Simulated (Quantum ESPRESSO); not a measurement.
## Several settings converged on ScCd (Pm-3m, 2 atoms in the cell)

```yaml
crystal:
  lattice:
    - [3.54389, 0.00000, 0.00000]
    - [0.00000, 3.54389, 0.00000]
    - [0.00000, 0.00000, 3.54389]
  atoms:
    - { symbol: Sc, position: [0.50000, 0.50000, 0.50000] }
    - { symbol: Cd, position: [0.00000, 0.00000, 0.00000] }
```

Base method: LDA (PZ), GBRV 1.5 ultrasoft (LDA) pseudopotentials (plane waves; Quantum ESPRESSO).

Base settings: ecutwfc = 50 Ry; ecutrho = 400 Ry; occupations = smearing; smearing = gauss; degauss = 0.0073499 Ry; potentials = {Sc: sc_lda_v1.uspp.F.UPF, Cd: cd_lda_v1.uspp.F.UPF}; K_POINTS = automatic 5 5 5 0 0 0; conv_thr = 1e-10 Ry.

Core times come from one kind of shared machine, to one figure; runs under 30 s give none.

**Zone-centre phonons against the mesh**

In this ladder: ph.x.tr2_ph = 1e-14; ph.x.fildyn = dyn.G; dynmat.x.fildyn = dyn.G; dynmat.x.asr = crystal.

Frequencies are those of the unrelaxed cell, without the LO-TO term of polar crystals.

Only quantities that move along the ladder and can be compared are tabulated.

| K_POINTS | highest zone-centre frequency (cm⁻¹) | core time / last (rough) |
|---|---|---|
| automatic 3 3 3 0 0 0 | 156.6 | 0.09 |
| automatic 4 4 4 0 0 0 | 145.0 | 0.1 |
| automatic 7 7 7 0 0 0 | 152.8 | 0.2 |
| automatic 11 11 11 0 0 0 | 150.1 | 0.5 |
| automatic 14 14 14 0 0 0 | 150.3 | 1 |

Coarsest K_POINTS that holds the highest zone-centre frequency within 2 cm⁻¹ of the last step, with all finer ones: automatic 11 11 11 0 0 0; the step before is off by 2.6 cm⁻¹.

**Zone-centre phonons against the SCF threshold**

In this ladder: ph.x.tr2_ph = 1e-14; ph.x.fildyn = dyn.G; dynmat.x.fildyn = dyn.G; dynmat.x.asr = crystal.

The mesh stays at the base's, so the ladder's end is converged at best in this setting alone.

Frequencies are those of the unrelaxed cell, without the LO-TO term of polar crystals.

Only quantities that move along the ladder and can be compared are tabulated.

```tsv
conv_thr	highest zone-centre frequency (cm⁻¹)	core time / last (rough)
7.3e-05 Ry	110.5	0.9
7.3e-07 Ry	142.7	0.9
7.3e-09 Ry	144.0	0.9
7.3e-11 Ry	144.1	0.9
7.3e-13 Ry	144.1	1
```

Coarsest conv_thr that holds the highest zone-centre frequency within 5 cm⁻¹ of the last step, with all finer ones: 7.3e-07 Ry; the step before is off by 34 cm⁻¹.

On the base run: the starting cell comes from a database of computed structures (which also holds hypothetical and non-ambient phases and stackings), without a prior relaxation at this level. Its lattice was rescaled by up to half a per cent. In the base run, with a pressure of about -6 GPa the cell is away from its equilibrium volume at this level. Without a gap this mesh is coarse (it stands for a supercell whose shortest vector is 18 Å).
